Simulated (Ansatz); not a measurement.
## SnO2: x(S) = 0.625, 12 atoms, Cm

Consider SnO2 in the rutile structure (space group P4_2/mnm, No. 136; a = 4.769 Å, c = 3.211 Å).

The other end (x = 1) is SnS2 in the rutile structure (space group P4_2/mnm, No. 136; a hypothetical phase, not in the database extracts checked): 23.26 Å³/atom, gap zero; this end may not be an ambient phase.

Now apply this change: S replaces 62.5 % of the O, ordered in a cell of 12 atoms (starting symmetry Cm) and fully relaxed.

Method: plane-wave PAW DFT at the PBEsol level (Ansatz, a program for electronic structure, 420 eV), no spin-orbit coupling, earlier PAW set. Settings: 6×6×6 k-points, 0.05 eV Fermi–Dirac smearing, for the changed cell.

The volume per atom increases by 6.38 Å³ to 18.55 Å³ and the density falls by 1.757 g/cm³ to 5.10 g/cm³. The band gap decreases by 0.87 eV, from 0.92 eV to 0.05 eV (uncertain: the Fermi level lies in a band; the changed cell) and the mixing energy amounts to +0.13 eV/atom (to 0.01 eV only: unlike meshes or grids) (against an end that may be hypothetical). The deviation of the volume from the linear (Vegard-type) interpolation comes out as -2.9 %.

Final structure:

```xyz
12
Lattice="5.3247 -3.4780 0.0000 5.3247 3.4780 0.0000 -5.0288 0.0000 6.0089" Properties=species:S:1:pos:R:3 pbc="T T T"
Sn     5.3733     0.0000     2.5036
Sn     0.3644     0.0000     2.9809
Sn     2.6439    -1.6667     0.3914
Sn     2.6439     1.6667     0.3914
O      1.2785    -1.7510     1.9774
O      1.2785     1.7510     1.9774
S      4.1979     1.7200     3.8109
S      4.1979    -1.7200     3.8109
S     -3.4702     0.0000     5.0151
S      1.5401     0.0000     5.2935
O      3.7775     0.0000     1.1006
S      9.6017     0.0000     0.7911
```

These are small ordered cells, not random alloys; other orderings at the same x differ. No phonon test of stability was made. The base started in Pnnm and relaxed to P4_2/mnm at this level. The final runs are not spin-polarised. A zero or small gap of Sn4S5O3 and SnS2 can be the functional's error rather than a property of the material.
